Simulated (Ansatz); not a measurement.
Base system: AlN in the zinc blende structure (space group F-43m, No. 216).

```xyz
2
Lattice="0.0000 2.1888 2.1888 2.1888 0.0000 2.1888 2.1888 2.1888 0.0000" Properties=species:S:1:pos:R:3 pbc="T T T"
N      3.2832     3.2832     3.2832
Al     0.0000     0.0000     0.0000
```

Levels (all Ansatz, a first-principles code, PAW): PBEsol (420 eV, scalar-relativistic without spin-orbit coupling); HSE06 (420 eV, no spin-orbit coupling).

Levels that relaxed their own cell: PBEsol.

```csv
level,band gap
PBEsol,3.19 eV
HSE06,4.55 eV
```

Measured: band gap 5.34 eV (temperature not stated; as listed in Daiki Deguchi et al., Japanese Journal of Applied Physics (2016)).

Computed minus measured — band gap: PBEsol -2.15 eV, HSE06 -0.79 eV (closest: HSE06). Measured values not marked as corrected hold thermal and zero-point effects that the static-lattice runs lack. A measured gap can be an optical one, lowered by exciton binding.

Single points use the geometry relaxed with PBEsol. HSE06 gaps are upper bounds (no full band path). Whether these cells are dynamically stable was not tested. This is not the structure that AlN has at room temperature and ambient pressure.
